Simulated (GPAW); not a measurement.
Input and output of a self-consistent single point for Sc (P6_3/mmc, 4 atoms in the cell) (GPAW).

Method: PBEsol, GPAW PAW datasets PBEsol (made by gpaw-setup) (plane waves; GPAW).

```
CELL_PARAMETERS angstrom
      3.31899     0.00000     0.00000
     -1.65949     2.87433     0.00000
      0.00000     0.00000    10.67887
ATOMIC_POSITIONS crystal
  Sc 0.00000 0.00000 0.00000
  Sc 0.00000 0.00000 0.50000
  Sc 0.33333 0.66667 0.25000
  Sc 0.66667 0.33333 0.75000
```

Reference input (self-consistent single point, DFT PBEsol, plane waves, GPAW PAW datasets PBEsol (made by gpaw-setup)): mode = pw; ecut = 850 eV; xc = PBEsol; kpts = 7 7 2; mesh shift (steps) = 0.5 0.5 0.5; occupations.name = methfessel-paxton; occupations.width = 0.136 eV; occupations.order = 1; nbands = -10; convergence.density = 1e-05 e/electron; symmetry.symmorphic = false; symmetry.tolerance = 0.0005. This run's input differs from it in these lines:

```diff
@@ -15,3 +15,3 @@
 
-calc = GPAW(mode=PW(850),
+calc = GPAW(mode=PW(340),
             xc='PBEsol',
```

Log, with long lists cut:

```
     iter     time        total  log10-change:
                         energy   eigst   dens
iter:   1 --:--:--   -20.056261
iter:   2 --:--:--   -20.061810   -0.27  -1.51
iter:   3 --:--:--   -19.778945   -0.57  -1.52
iter:   4 --:--:--   -19.777951   -0.77  -1.71
iter:   5 --:--:--   -19.803484   -1.29  -2.07
iter:   6 --:--:--   -20.048279   -1.04  -2.12
iter:   7 --:--:--   -19.782574   -1.39  -1.86
iter:   8 --:--:--   -19.787702   -2.11  -2.63
iter:   9 --:--:--   -19.788929c  -2.68  -2.89
iter:  10 --:--:--   -19.789651c  -2.49  -2.94
iter:  11 --:--:--   -19.790270c  -3.00  -3.08
iter:  12 --:--:--   -19.788865c  -3.45  -3.00
   [... lines left out ...]
   [... 11 lines left out ...]
iter:  25 --:--:--   -19.788894c  -6.41  -4.49
iter:  26 --:--:--   -19.788892c  -6.04  -4.63
iter:  27 --:--:--   -19.788893c  -6.89  -4.35
iter:  28 --:--:--   -19.788897c  -6.59  -4.49
iter:  29 --:--:--   -19.788896c  -7.68c -4.81
iter:  30 --:--:--   -19.788896c  -7.65c -4.85
iter:  31 --:--:--   -19.788898c  -6.73  -4.82
iter:  32 --:--:--   -19.788895c  -6.67  -4.77
iter:  33 --:--:--   -19.788896c  -7.81c -4.86
iter:  34 --:--:--   -19.788904c  -6.04  -4.96
iter:  35 --:--:--   -19.788896c  -6.53  -4.43
iter:  36 --:--:--   -19.788895c  -6.90  -5.34c
iter:  37 --:--:--   -19.788896c  -7.81c -5.39c
Converged after 37 iterations.

Dipole moment: (-0.000000, -0.000000, -0.000000) |e|*Ang

Energy contributions relative to reference atoms: (reference = -83056.382509)

Kinetic:         -4.633111
Potential:       +4.404850
External:        +0.000000
XC:             -19.985870
Entropy (-ST):   -0.004965
Local:           +0.428545
SIC:             +0.000000
--------------------------
Free energy:    -19.790551
Extrapolated:   -19.788896

Showing only first 2 kpts
 Kpt  Band  Eigenvalues  Occupancy
  0    20      5.55625   -0.04601
  0    21      5.83070   -0.00000
  0    22      6.37702   -0.00000
  0    23      6.69428   -0.00000

  1    20      5.43523    0.07233
  1    21      5.74936   -0.00017
  1    22      6.26626   -0.00000
  1    23      6.51834   -0.00000

Fermi level: 5.33846

No gap
No difference between direct/indirect transitions
Energy (eV): -19.788896

Forces in eV/Ang:
  0 Sc    0.00000    0.00000    0.00000
  1 Sc    0.00000    0.00000    0.00000
  2 Sc    0.00000    0.00000    0.00000
  3 Sc    0.00000   -0.00000    0.00000

Stress tensor:
     0.027061    -0.000000     0.000000
    -0.000000     0.027061     0.000000
     0.000000     0.000000     0.027539
Stress (GPa, Voigt): [ 4.3356  4.3356  4.4123  0.      0.     -0.    ]
```

The run converged in 37 iterations. GPAW prints stress with tension positive. Against the reference run the free energy rises by 21.8 meV/atom and the pressure goes from -3.75 to -4.36 GPa.

The starting cell was generated: these elements placed on a structure prototype, without a prior relaxation; it need not be a known phase or ordering of this composition. Its lattice was rescaled by a random factor within 2.5 % of one.
